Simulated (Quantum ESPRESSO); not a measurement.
Worked example: self-consistent single point of AlNi3 (Pm-3m, 4 atoms in the cell) in Quantum ESPRESSO.

Level of theory: LDA (PZ), PSlibrary PAW (LDA) pseudopotentials (plane waves; Quantum ESPRESSO).

```
AlNi3
1.0
    3.47690     0.00000     0.00000
    0.00000     3.47690     0.00000
    0.00000     0.00000     3.47690
Al Ni
1 3
Direct
  0.00000   0.00000   0.00000
  0.00000   0.50000   0.50000
  0.50000   0.00000   0.50000
  0.50000   0.50000   0.00000
```
Moments meant for the start (each program seeds them in its own way; μB, in the order of the atoms Al Ni Ni Ni): 0.0 2.0 2.0 2.0.

Reference input (self-consistent single point, DFT, LDA (PZ), plane waves, PSlibrary PAW (LDA) pseudopotentials): ecutwfc = 50 Ry; ecutrho = 300 Ry; occupations = smearing; smearing = marzari-vanderbilt; degauss = 0.0099958 Ry; nspin = 2; potentials = {Al: Al.pz-n-kjpaw_psl.1.0.0.UPF, Ni: Ni.pz-n-kjpaw_psl.1.0.0.UPF}; K_POINTS = automatic 10 10 10 0 0 0; conv_thr = 1e-10 Ry; mixing_beta = 0.2. This run's input differs from it in these lines:

```diff
@@ -18,3 +18,3 @@
   smearing = 'marzari-vanderbilt',
-  degauss = 0.0099958,
+  degauss = 0.02205,
   nspin = 2,
@@ -35,3 +35,3 @@
 K_POINTS automatic
-10 10 10  0 0 0
+8 8 8  0 0 0
```

Log, with long lists cut:

```
     Self-consistent Calculation

     iteration #  1     ecut=    50.00 Ry     beta= 0.20

---- Real-time Memory Report at c_bands before calling an iterative solver
           130 MiB given to the printing process from OS
            69 MiB allocation reported by mallinfo(arena+hblkhd)
------------------

     Threshold (ethr) on eigenvalues was too large:
     Diagonalizing with lowered threshold

---- Real-time Memory Report at c_bands before calling an iterative solver
           176 MiB given to the printing process from OS
            76 MiB allocation reported by mallinfo(arena+hblkhd)
------------------

   [... lines left out ...]
     absolute magnetization    =     0.00 Bohr mag/cell

     iteration # 22     ecut=    50.00 Ry     beta= 0.20

---- Real-time Memory Report at c_bands before calling an iterative solver
           189 MiB given to the printing process from OS
            90 MiB allocation reported by mallinfo(arena+hblkhd)
------------------

     Magnetic moment per site  (integrated on atomic sphere of radius R)
     atom   1 (R=0.292)  charge=  1.2858  magn=  0.0000
     atom   2 (R=0.292)  charge=  8.7879  magn= -0.0000
     atom   3 (R=0.292)  charge=  8.7879  magn= -0.0000
     atom   4 (R=0.292)  charge=  8.7879  magn= -0.0000
     End of self-consistent calculation

     the Fermi energy is    13.3494 ev

!    total energy              =    -580.16789871 Ry
     estimated scf accuracy    <          2.3E-11 Ry
     smearing contrib. (-TS)   =       0.00354337 Ry
     internal energy E=F+TS    =    -580.17144209 Ry

      -> PAW hartree energy AE =     258.04799616 Ry
      -> PAW hartree energy PS =    -256.95343118 Ry
      -> PAW xc energy AE      =    -402.83657520 Ry
      -> PAW xc energy PS      =     126.55460472 Ry
      -> total E_H with PAW    =      73.26662916 Ry
      -> total E_XC with PAW   =    -402.29114214 Ry

     total magnetization       =    -0.00 Bohr mag/cell
     absolute magnetization    =     0.00 Bohr mag/cell

     convergence has been achieved in  22 iterations

     Forces acting on atoms (cartesian axes, Ry/au):

   [... lines left out ...]
   [... zero for the other atoms too ...]

     Total force =     0.000000     Total SCF correction =     0.000000

          total   stress  (Ry/bohr**3)                   (kbar)     P=       -0.21
  -0.00000145   0.00000000   0.00000000           -0.21        0.00        0.00
   0.00000000  -0.00000145   0.00000000            0.00       -0.21        0.00
   0.00000000   0.00000000  -0.00000145            0.00        0.00       -0.21

   JOB DONE.
```

The run converged in 22 iterations. Against the reference run the free energy rises by 3.5 meV/atom, the pressure goes from 0.36 to -0.02 GPa and the size of the net moment goes from 0.15 to 0.00 μB/atom.

The starting cell comes from a database of computed structures (which also holds hypothetical and non-ambient phases and stackings), without a prior relaxation at this level. Its lattice was rescaled by a random factor within 2.5 % of one. The starting moments vanished: the run ended non-magnetic, which need not be the lowest state.

Cost on one core of a shared machine: roughly 80 s.
